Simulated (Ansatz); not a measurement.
Candidates (primitive cells; geometry: cell and atoms relaxed with PBEsol):
A. BaS (Fm-3m), a = 4.4773 Å, b = 4.4773 Å, c = 4.4773 Å, α = 60.00°, β = 60.00°, γ = 60.00°
B. BaZnF4 (Cmc2_1), a = b = 7.5750 Å, c = 5.8241 Å, α = β = 90.00°, γ = 148.03°
C. Ba2CaMoO6 (Fm-3m), a = 5.8942 Å, b = 5.8942 Å, c = 5.8942 Å, α = 60.00°, β = 60.00°, γ = 60.00°

Task: Rank these by Seebeck coefficient, n-type 1e19 cm⁻³ (lowest first), as PBEsol, rigid bands run with Ansatz (a program for electronic structure) gives it.

Result: C (-391 μV/K), A (-305 μV/K), B (-219 μV/K)

Seebeck coefficients are for the stated density at 300 K, with one relaxation time for all states and whether or not that doping can be reached. Spin-orbit coupling is left out.

Formula and space group known from diffraction (Crystallography Open Database), not checked to be the room-temperature form: Ba2CaMoO6 (Fm-3m), BaS (Fm-3m), BaZnF4 (Cmc2_1).
